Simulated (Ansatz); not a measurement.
Start from GaAs in the zinc blende structure (space group F-43m, No. 216).

```xyz
2
Lattice="0.0000 2.8014 2.8014 2.8014 0.0000 2.8014 2.8014 2.8014 0.0000" Properties=species:S:1:pos:R:3 pbc="T T T"
Ga     0.0000     0.0000     0.0000
As     1.4007     1.4007     1.4007
```

Cartesian axes are those of the cell as printed.

Calculations: plane-wave PAW DFT at the LDA level (Ansatz, an electronic-structure program, 420 eV), spin-orbit coupling left out.

Strains are applied to the cell and any free atomic positions relax; under biaxial strain the out-of-plane vector relaxes too.

One change was made to it. Results:

The band gap shrinks by 0.23 eV to 0.26 eV; the energy grows by 3.6 meV/atom; the shortest interatomic distance grows by 0.0134 Å (2.426 Å → 2.440 Å).

Question: What was done to the base?
(A) biaxial strain +1.50 %, plane normal [001], relaxed out of plane
(B) biaxial strain +3.00 %, plane normal [001], relaxed out of plane
(C) biaxial strain −2.00 %, plane normal [001], relaxed out of plane
(D) biaxial strain −1.00 %, plane normal [001], relaxed out of plane
(E) biaxial strain −0.50 %, plane normal [001], relaxed out of plane

Answer: A, biaxial strain +1.50 %, plane normal [001], relaxed out of plane. For comparison, the band gap in the other runs: biaxial strain −0.50 %, plane normal [001], relaxed out of plane gives 0.51 eV; biaxial strain +3.00 %, plane normal [001], relaxed out of plane gives zero; biaxial strain −1.00 %, plane normal [001], relaxed out of plane gives 0.53 eV; biaxial strain −2.00 %, plane normal [001], relaxed out of plane gives 0.57 eV.

Stability against distortions was not tested. All final runs are without spin polarisation. Gaps under 0.05 eV, about the width of the smearing, are given as zero. A zero or small gap of GaAs under biaxial strain +1.50 %, plane normal [001], relaxed out of plane and GaAs under biaxial strain +3.00 %, plane normal [001], relaxed out of plane can be the functional's error rather than a property of the material.
